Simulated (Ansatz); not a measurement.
# Effective masses and thermopower of SrO under load (space group I4/mmm)

```yaml
crystal:
  lattice:
    - [0.00000, 2.54013, 2.57261]
    - [2.54013, 0.00000, 2.57261]
    - [2.54013, 2.54013, 0.00000]
  atoms:
    - { symbol: Sr, position: [0.00000, 0.00000, 0.00000] }
    - { symbol: O, position: [0.50000, 0.50000, 0.50000] }
```

These are r2SCAN, rigid bands (plane waves, PAW, scalar-relativistic; Ansatz, a quantum-chemistry and plane-wave program) values and carry that method's errors. Condition of this run: biaxial stress in (001) of 1.8 GPa (compression positive) (the target of the relaxation). Cell: cell and atoms relaxed with PBEsol, then loaded as said.

- band gap: 3.75 eV
- electron conductivity mass (300 K, dilute): 0.57 (x), 0.57 (y), 0.42 (z) mₑ
- hole conductivity mass (300 K, dilute): 0.98 (x), 0.98 (y), 3.4 (z) mₑ
- effective density of states N_c (300 K): 2.4e19 cm⁻³
- effective density of states N_v (300 K): 2.2e20 cm⁻³
- density-of-states mass, electrons: 0.96 mₑ
- density-of-states mass, holes: 4.3 mₑ
- Seebeck coefficient, n-type 1e19 cm⁻³, 300 K: -304 μV/K
- best n-type power factor at 300 K for τ = 10 fs (best axis; densities from 1e16 to 1e21 cm⁻³ tried, whether or not they can be reached): 10.2 μW/(cm·K²) at 1e20 cm⁻³
- Seebeck coefficient, p-type 1e19 cm⁻³, 300 K: 547 μV/K

Rigid bands; masses and Seebeck coefficients take one relaxation time τ for all states and one kind of carrier; polarons and phonon drag are left out. Spin-orbit coupling is left out; where it splits the top of the valence band, N_v and the p-type Seebeck coefficient come out somewhat high without it. Geometry: cell and atoms relaxed with PBEsol.
